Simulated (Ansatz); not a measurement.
Output of an Ansatz run (abridged):

```
WARN basis.ecutwfc = 420 eV, the default
WARN ansatz: RAYON_NUM_THREADS=1 ignored (pool sized by the plan → 1); use --threads N
basis.fft_grid_basis auto: the FFT boxes are laid along the combinations [[1, 0, -1], [0, 1, -1], [0, 0, 1]] of the cell's own vectors, 3.163, 3.163 and 6.390 …
Pseudopotentials: kind: paw
Pseudopotential: Mo, paw, valence charge 14
Pseudopotential: S, paw, valence charge 6
Crystal: 3 atoms, lattice volume = 53.054 Å³
Basis set: ecut = 420 eV, 1011 PW (Γ), FFT grids on a1−a3, a2−a3, a3, exchange–correlation on 48×48×90 points (8 copies of the dense FFT grid, shifted against one another)
Bands: 17, of which v1, the nominal top of the filled ones, is band 13 counted from 1 (12 counted from 0)
Symmetry: 6 space group operations
Space group: R3m (ITA 160), of the structure as read, at distance tolerance 3.8e-5 Å
k-points: 189 of 1728 (time reversal used)
Initial density: superposition of atomic densities (neutral atoms: chi_scale 0, normalization atom), corrected by the library's trained network
Initial wavefunctions: pseudopotential atomic-orbital guess
Eigensolver: davidson
Functional: x = pbe(κ = 0.804, μ = 0.2195149727645171), c = pbe(β = 0.06672455060314922)
SCF iter   1: F=—  HF=-6762.678401 eV  |F-HF|=—  |Δ(HF+E_count)|=         —  Δρ=5.64e-3  dr2=4.10e-3  ethr=1.77e-3  ⟨swp⟩=5.1  Hψ=16813  notcnv=0
all-band conjugate gradients solve this SCF's bands
preconditioner: auto → none
SCF iter   2: F=—  HF=-6762.682331 eV  |F-HF|=—  |Δ(HF+E_count)|=   3.93e-3  S|Δr|=    0.00e0  Δρ=2.91e-3  dr2=1.09e-3  ethr=1.58e-5  ⟨swp⟩=2.0  Hψ=6382  notcnv=0
SCF iter   3: F=—  HF=-6762.684756 eV  |F-HF|=—  |Δ(HF+E_count)|=   2.43e-3  S|Δr|=    0.00e0  Δρ=1.23e-3  dr2=2.71e-3  ethr=4.21e-6  ⟨swp⟩=2.2  Hψ=5093  notcnv=0  recentre
SCF iter   4: F=—  HF=-6762.684474 eV  |F-HF|=—  |Δ(HF+E_count)|=   2.82e-4  S|Δr|=    0.00e0  Δρ=7.44e-4  dr2=6.12e-4  ethr=4.21e-6  ⟨swp⟩=2.0  Hψ=4521  notcnv=0
SCF iter   5: F=—  HF=-6762.684412 eV  |F-HF|=—  |Δ(HF+E_count)|=   6.23e-5  S|Δr|=    0.00e0  Δρ=1.22e-4  dr2=1.65e-5  ethr=2.35e-6  ⟨swp⟩=2.6  Hψ=4325  notcnv=0
SCF iter   6: F=—  HF=-6762.684476 eV  |F-HF|=—  |Δ(HF+E_count)|=   6.45e-5  S|Δr|=    0.00e0  Δρ=6.31e-5  dr2=1.68e-6  ethr=6.36e-8  ⟨swp⟩=2.1  Hψ=4373  notcnv=0
SCF iter   7: F=—  HF=-6762.684477 eV  |F-HF|=—  |Δ(HF+E_count)|=   8.61e-7  S|Δr|=    0.00e0  Δρ=1.65e-5  dr2=3.48e-7  ethr=6.45e-9  ⟨swp⟩=2.0  Hψ=4908  notcnv=0
SCF iter   8: F=-6762.684477 eV  HF=-6762.684477 eV  |F-HF|=2.34e-8  |Δ(HF+E_count)|=   4.54e-8  S|Δr|=    0.00e0  Δρ=4.95e-6  dr2=5.26e-9  ethr=3.85e-10  ⟨swp⟩=5.7  Hψ=13092  notcnv=0
SCF 1 converged in 8 iterations: F = -6762.684477 eV  dr2 = 5.26e-9
SCF converged after 8 iterations
Stability not checked (fill_not_monotonic)
Free energy (F): -6762.684477 eV
Harris-Foulkes:  -6762.684477 eV  (|F-HF|=2.34e-8)
Internal energy: -6762.684651 eV  (E = F + TS)
E sigma→0 (E₀):  -6762.684521 eV
Entropy (-TS):   0.000174 eV (0.058 meV/atom)
Fermi energy:    11.499116 eV
Step filling:    the computed levels leave a gap of 0.6436 eV = 3.2 smearing widths
--- Per-component energies (eV) ---
  E_band       = -154.823962
  E_kinetic    = 660.140520
  E_local      = -2029.173205  (includes V_loc(G=0)·N_el)
  E_nonlocal   = 199.517850
  E_hartree    = 787.662786
  E_xc         = -379.931107
  E_vxc        = -406.914158  (∫ρ·V_xc dr)
  E_paw        = -4401.844956  (= ΣΔE_a)
  E_vpaw       = -153.721126  (= ΣTr[D̂ρ^β])
  E_aug_tail   = 0.000036  (compensation charges beyond the density's cutoff)
  E_ewald      = -1599.056575
  E_smearing   = 0.000174  (= −TS)
  E_closure    = 0.000000  (closes the sum)
  Σ components = -6762.684477   (vs F -6762.684477, Δ=0.00e0)
--- Forces (eV/Å), atoms counted from 1 ---
  atom   1  Mo    -0.00000000    -0.00000000     0.00237790
  atom   2  S      0.00000000     0.00000004    -1.29222554
  atom   3  S     -0.00000000    -0.00000004     1.28983303
  max |Σ_I F_I| component: 1.46e-5 eV/Å
--- Stress (GPa, compression-positive) ---
        6.927115       0.000000      -0.000000
        0.000000       6.927115      -0.000000
       -0.000000      -0.000000      13.950787
  P = ⅓ Tr σ = 9.2683 GPa (92.683 kbar)
  The stress holds the Pulay correction. Without it, at fixed plane waves, as pw.x and ABINIT print it: P = 9.2491 GPa
--- Band table (eV; the first three rows and the last of 189) ---
  k-point 0: bands = ["-50.4458", "-24.6190", "-24.4026", "-24.4026", "-4.1189", "-2.2780", "4.0311", "7.3943", "7.3943", "8.5969", "8.5969", "9.9299", "10.0925", "13.1555", "13.1555", "13.6719", "13.6719"]
  k-point 1: bands = ["-50.4429", "-24.6132", "-24.4313", "-24.4090", "-4.0096", "-2.2497", "4.1532", "7.1762", "7.5097", "8.2433", "8.4278", "9.9638", "10.1825", "13.0862", "13.3242", "13.3465", "13.5525"]
  k-point 2: bands = ["-50.4353", "-24.5976", "-24.5089", "-24.4266", "-3.6990", "-2.1690", "4.4635", "6.6842", "7.5589", "7.8345", "8.0297", "9.8598", "10.0823", "12.7209", "13.2357", "13.2521", "13.8017"]
  k-point 188: bands = ["-50.4458", "-24.6191", "-24.4026", "-24.4026", "-3.9077", "-2.6583", "4.9476", "7.3820", "7.3820", "7.7706", "8.6208", "8.6208", "11.2622", "13.2384", "13.2384", "13.5515", "13.5515"]
```

The structure:

```xyz
3
Lattice="1.5815 0.9131 6.1233 -1.5815 0.9131 6.1233 0.0000 -1.8262 6.1233" Properties=species:S:1:pos:R:3 pbc="T T T"
Mo     0.0000     0.0000     0.0000
S      0.0000     0.0000     4.6219
S      0.0000     0.0000     7.6254
```

Q: What input produced this log?

A: Other spellings and defaults could give the same log, and not every line can be read from it. The input that was run (DFT, PBE, plane waves, default PAW files):

Ansatz 0.2 input:
```yaml
# MoS2
crystal:
  lattice:
    - [1.581500, 0.913079, 6.123333]
    - [-1.581500, 0.913079, 6.123333]
    - [0.000000, -1.826159, 6.123333]
  atoms:
    - { symbol: Mo, position_ang: [0.000000, 0.000000, 0.000000] }
    - { symbol: S, position_ang: [0.000000, -0.000000, 4.621892] }
    - { symbol: S, position_ang: [-0.000000, -0.000000, 7.625387] }
kpoints:
  mp_grid: { grid: [12, 12, 12] }
hamiltonian:
  xc: pbe
  pseudopotentials: { kind: paw }
scf:
  occupations: { method: methfessel_paxton, width: 0.2 }
output:
  forces: true
  eigenvalues: true
  stress: true
```

The starting cell comes from a database of published, mostly measured structures (it also holds non-ambient and calculated ones), without a prior relaxation at this level. Spin polarisation is off. With a pressure of about 9 GPa the cell is away from its equilibrium volume at this level. Forces in this geometry exceed 1 eV/Å. Ansatz's pressure includes its estimate of the finite-basis (Pulay) stress.

Ansatz is a first-principles code.
